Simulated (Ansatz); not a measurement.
Results of PBE in Ansatz (plane waves, PAW) for CsCl-type NiAl.

Numerical settings: plane-wave cutoff 520 eV, 22×22×22 k mesh, Fermi–Dirac smearing 0.07 eV (set by the program), no spin polarisation, scalar-relativistic PAW data made under PBE.

Cell (relaxed at this level):

```
CELL_PARAMETERS angstrom
      2.89307     0.00000     0.00000
      0.00000     2.89307     0.00000
      0.00000     0.00000     2.89307
ATOMIC_POSITIONS crystal
  Al 0.50000 0.50000 0.50000
  Ni 0.00000 0.00000 0.00000
```

Q: Estimate the elastic constant C44, Voigt–Reuss–Hill bulk modulus, elastic constant C12, Poisson ratio and elastic constant C11 that the calculation returns.

A: 
- elastic constant C44: 118 GPa
- Voigt–Reuss–Hill bulk modulus: 159 GPa
- elastic constant C12: 136 GPa
- Poisson ratio: 0.303
- elastic constant C11: 205 GPa

Elastic constants are with the ions relaxed.

The computed numbers hold no vibrational or temperature effects.

Computing time: roughly 4 core-minutes.

Ansatz is a program for electronic structure.
